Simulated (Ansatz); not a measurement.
```
CELL_PARAMETERS angstrom
      4.48151     0.00000     0.00000
      0.00000     4.48151     0.00000
      2.24075    -2.24075     3.18556
ATOMIC_POSITIONS crystal
  Sn 0.00000 0.00000 0.00000
  Te 0.50000 0.50000 0.00000
```

No spin polarisation.

The values are results of r2SCAN/PAW in Ansatz (an electronic-structure program), no spin-orbit coupling, not measurements. Γ-centred 13×13×13 mesh, Fermi–Dirac width 0.05 eV.

Problem. Predict the space group, gap character and in-plane stress.

Solution. 
- Space group: I4/mmm (No. 139)
- Gap character: direct at N
- Mean in-plane stress (compression positive): +0.7 GPa

Spin-orbit coupling, missing from the scalar runs, can matter with Te. The cells carry an imposed strain or load. Stability against distortions was not tested. The cell was made from SnTe in the rock salt structure (space group Fm-3m, No. 225) by this change: biaxial strain −0.50 %, plane normal [001], relaxed out of plane. A zero or small gap of SnTe can be the functional's error rather than a property of the material.
